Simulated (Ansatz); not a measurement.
Functionals compared on CH3 on the 1x1 (101) surface of anatase TiO2 (cut with top plane O), one in a 2x1 cell, started at the site 'over Ti at depth 1.4 Å', in Ansatz (plane waves, PAW). The structure was relaxed with PBE; the other rows are single points on it, each with its references at the same level. Cutoff 420 eV (500 eV for r2SCAN). The points keep PBE's geometry, so the relaxation of a polaron and the settling of charge on one site are left out.

Host crystal: anatase TiO2, with a band gap (PBE, scalar-relativistic without spin-orbit coupling).

Model: 40-atom slab, 9.4 Å thick at the start under the adsorbate (thin: gaps and levels are the slab's own), 3x4x1 mesh, Fermi-Dirac 0.01 eV, dipole correction, 14 atoms held, the rest relaxed; no symmetry held; spin-polarised, ending with about 0.5 μB a cell, a value that depends on the mesh; orders that need a larger cell were not tried, no spin-orbit, no U, no dispersion correction. The slab shows no gap over 0.04 eV on its mesh. At the end it is bonded to O. In PBE it is, or lies within 0.03 eV of, the lowest of the starts that converged. These notes are the PBE run's. r2SCAN: The program's check for a lower electronic state was not made. Adsorption energies are against CH4(g) − ½ H2(g). A negative adsorption energy means that the adsorbate is more stable on the surface than in its reference.

| functional | adsorption energy (eV) | work function of the top face (eV) | rough cost of the single point |
|---|---|---|---|
| PBE | 1.49 | 3.09 | – |
| RPBE | 1.70 | 2.97 | very roughly 20 core-minutes |
| r2SCAN | 1.47 | 3.11 | very roughly 40 core-minutes |

Ansatz is an electronic-structure program.
